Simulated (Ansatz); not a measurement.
**TaN (P-6m2, No. 187, 2 atoms in the cell; start mp-1459; a measured phase of this formula has another space group)**

The numbers are results of LDA in Ansatz (PAW), not measurements.

Run with plane-wave cutoff 520 eV, 24×24×20 k mesh (along the axes of the cell as run), Fermi–Dirac smearing 0.05 eV, scalar-relativistic PAW data made under PBE.

Cell (relaxed at this level):

```cif
data_NTa
_chemical_formula_sum 'Ta1 N1'
_space_group_name_H-M_alt 'P-6m2'
_space_group_IT_number 187
_space_group_name_Hall 'P -6 2'
_cell_length_a 2.90658
_cell_length_b 2.90658
_cell_length_c 2.85145
_cell_angle_alpha 90.000
_cell_angle_beta 90.000
_cell_angle_gamma 120.000
loop_
_atom_site_label
_atom_site_type_symbol
_atom_site_symmetry_multiplicity
_atom_site_Wyckoff_symbol
_atom_site_fract_x
_atom_site_fract_y
_atom_site_fract_z
_atom_site_occupancy
Ta1 Ta 1 b 0.00000 0.00000 0.50000 1
N1 N 1 e 0.66667 0.33333 0.00000 1
```

band gap: zero (no gap)
bulk modulus: 381 GPa

Note: the relaxation could not lower the start's symmetry, so the cell can be a saddle point above a distorted one; the bulk modulus is −V dP/dV from two relaxed cells at ±2 % in volume.

Spin–orbit coupling is not included; it can open a gap where bands touch, and shift volumes and moduli.

Computed values are for the static lattice.

Computing time: about 80 core-seconds (a rough figure).

A start named mp-… is a Materials Project structure, which need not be a measured phase.

Ansatz is a quantum-chemistry and plane-wave program.
